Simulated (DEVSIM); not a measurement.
System: Pt/SiON/n-Ge capacitor, at 300 K.

```csv
layer (left to right),material,thickness (nm),Nd (cm⁻³)
1,SiON,22.0,-
2,Ge,500,1.4e18
```

Metal gate on the left, work function 5.6 eV. Fixed charge at the semiconductor interface 0 cm⁻² (in units of +e); no interface traps.

The device is made up for the run: typed textbook-type constants, with dimensions and the other settings drawn at random. Values at 300 K.

| parameter | SiON | Ge |
|---|---|---|
| gap (eV) | 7 | 0.664 |
| affinity (eV) | 1.4 | 4 |
| permittivity | 5.5 | 16 |
| Nc (cm⁻³) | - | 1.04e19 |
| Nv (cm⁻³) | - | 6e18 |

DEVSIM, 1D Poisson equation in equilibrium, Boltzmann statistics, complete ionisation; no quantum confinement or tunnelling. Metal contacts follow the ideal Schottky-Mott rule: no Fermi-level pinning, no interface dipoles.

The interface trap density was swept, all else fixed.

| interface trap density (cm^-2 eV^-1) | minimum of the low-frequency capacitance (μF/cm²) | flat-band voltage (V) |
|---|---|---|
| 0 | 0.162 | 1.55 |
| 1e10 | 0.162 | 1.55 |
| 1e11 | 0.163 | 1.57 |
| 3e11 | 0.165 | 1.61 |
| 1e12 | 0.172 | 1.75 |
| 2e12 | 0.179 | 1.95 |

From the first row to the last the minimum of the low-frequency capacitance goes from 0.162 to 0.179. From the first row to the last the flat-band voltage goes from 1.55 to 1.95.
